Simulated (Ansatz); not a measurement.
PtTeSe (P3m1, No. 156, 3 atoms in the cell; start mp-1217257) was calculated with LDA (PAW; Ansatz, a first-principles code).

Run with plane-wave cutoff 520 eV, 18×18×10 k mesh (along the axes of the cell as run), Fermi–Dirac smearing 0.05 eV, scalar-relativistic PAW data made under PBE.

Cell (relaxed at this level):

```
CELL_PARAMETERS angstrom
      3.89020     0.00000     0.00000
     -1.94510     3.36901     0.00000
      0.00000     0.00000     4.88981
ATOMIC_POSITIONS crystal
  Te 0.00000 0.00000 0.27072
  Pt 0.33333 0.66667 0.99025
  Se 0.66667 0.33333 0.73903
```

**Question.** Estimate the bulk modulus B0 that the calculation returns.

**Answer.** 
* **bulk modulus B0**: 70.3 GPa

Note: the run has no spin polarisation, so it can have missed a magnetic state; the bulk modulus is −V dP/dV from two relaxed cells at ±2 % in volume; the relaxation could not lower the start's symmetry, so the cell can be a saddle point above a distorted one.

Spin–orbit coupling is not included; it can open a gap where bands touch, and shift volumes and moduli.

Computed values are for the static lattice.

The result took around 8 core-minutes (rough).

A start named mp-… is a Materials Project structure, which need not be a measured phase.
